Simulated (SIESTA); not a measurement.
Worked example: self-consistent single point of WSi₂ (P1, 3 atoms in the cell) in SIESTA.

Method of the run: LDA PW92, numerical atomic orbitals TZP, PseudoDojo LDA standard norm-conserving potentials (rewritten from UPF to PSML) run with SIESTA.

```
WSi2
1.0
   -1.60500     1.60500     3.91500
    1.60500    -1.60500     3.91500
    1.60500     1.60500    -3.91500
Si W
2 1
Direct
  0.66697   0.68321   0.02534
  0.36399   0.30300   0.97961
  0.96903   0.01378   0.99505
```

Reference input (self-consistent single point, DFT, GGA PBE, numerical atomic orbitals TZP, PseudoDojo PBE standard norm-conserving potentials (rewritten from UPF to PSML)): XC.functional = GGA; XC.authors = PBE; potentials = PseudoDojo PBE standard; PAO.BasisSize = TZP; PAO.EnergyShift = 0.01 Ry; MeshCutoff = 300 Ry; kgrid.MonkhorstPack = 7 7 9; OccupationFunction = MP; OccupationMPOrder = 0; ElectronicTemperature = 1578.21 K; MaxSCFIterations = 150; SCF.Mixer.Method = Pulay. This run's input differs from it in these lines:

```diff
@@ -1,2 +1,2 @@
-# files in the folder: Si.psml W.psml (PseudoDojo PBE standard)
+# files in the folder: Si.psml W.psml (PseudoDojo LDA standard)
 SystemName  WSi2
@@ -23,4 +23,4 @@
 
-XC.functional                GGA
-XC.authors                   PBE
+XC.functional                LDA
+XC.authors                   PW92
 PAO.BasisSize                TZP
```

The program printed (abridged):

```
        iscf     Eharris(eV)        E_KS(eV)     FreeEng(eV)     dDmax    Ef(eV) dHmax(eV)
   scf:    1    -2272.466325    -2294.746633    -2294.751410  1.836377 -3.434329 10.522023
   scf:    2    -2299.169089    -2297.912527    -2297.914084  0.161051 -4.084862  1.937255
   scf:    3    -2298.035549    -2297.985549    -2297.987001  0.030028 -4.177362  0.719214
   scf:    4    -2298.030101    -2298.010851    -2298.012443  0.027973 -4.221149  0.223721
   scf:    5    -2298.013631    -2298.012634    -2298.014190  0.011245 -4.253742  0.075303
   [... 2 lines left out ...]
   scf:    8    -2298.012865    -2298.012861    -2298.014441  0.000297 -4.249082  0.001793
   scf:    9    -2298.012861    -2298.012861    -2298.014441  0.000040 -4.249046  0.001245
   scf:   10    -2298.012860    -2298.012861    -2298.014441  0.000030 -4.248907  0.000522
   scf:   11    -2298.012861    -2298.012861    -2298.014441  0.000009 -4.248951  0.000006
SCF Convergence by DM+H criterion
max |DM_out - DM_in|         :     0.0000089061
max |H_out - H_in|      (eV) :     0.0000064179
SCF cycle converged after 11 iterations

Using DM_out to compute the final energy and forces

siesta: E_KS(eV) =            -2298.0129

siesta: E_KS - E_eggbox =     -2298.0129

siesta: Atomic forces (eV/Ang):
     1   -0.516360   -0.250556    0.274602
     2    1.975718   -1.326572   -1.710842
     3   -1.459516    1.579322    1.437330
   Tot   -0.000159    0.002194    0.001090
   Max    1.975718
   Res    1.320160    sqrt( Sum f_i^2 / 3N )
   Max    1.975718    constrained

Stress tensor Voigt[x,y,z,yz,xz,xy] (kbar):        2.91       -7.24       -5.44      -24.66       33.05       42.47
(Free)E + p*V (eV/cell)    -2297.9325
Target enthalpy (eV/cell)    -2298.0144

   [... lines left out ...]
siesta: FreeEng =     -2298.014441
siesta: Cell volume =         40.340551 Ang**3
siesta:           3.25272881         54.26494998  kBar
   [... lines left out ...]
              0.270   0.231   0.601   0.716   0.618   0.729   0.610  -0.016

             -0.128  -0.086  -0.139  -0.024   0.380   0.432   0.277   0.439

              0.118

mulliken: Qtot =       22.000

Mulliken Atomic Populations:
Atom #   charge [q] valence [e]  Species
     1    -0.327987    4.327987  Si
     2    -0.386808    4.386808  Si
     3     0.714795   13.285205  W
 Total     0.000000
```

The run converged in 11 iterations. Against the reference run the pressure goes from 10.18 to 0.33 GPa and the largest force goes from 3.245 to 2.931 eV/Å.

The starting cell has typed, rounded lattice constants, without a prior relaxation at this level. Its atoms were displaced at random from the sites of space group no. 139. Spin polarisation is off. Values carry the incompleteness of an atom-centred basis. Forces in this geometry exceed 1 eV/Å.

Cost on one core of a shared machine: roughly 60 s.
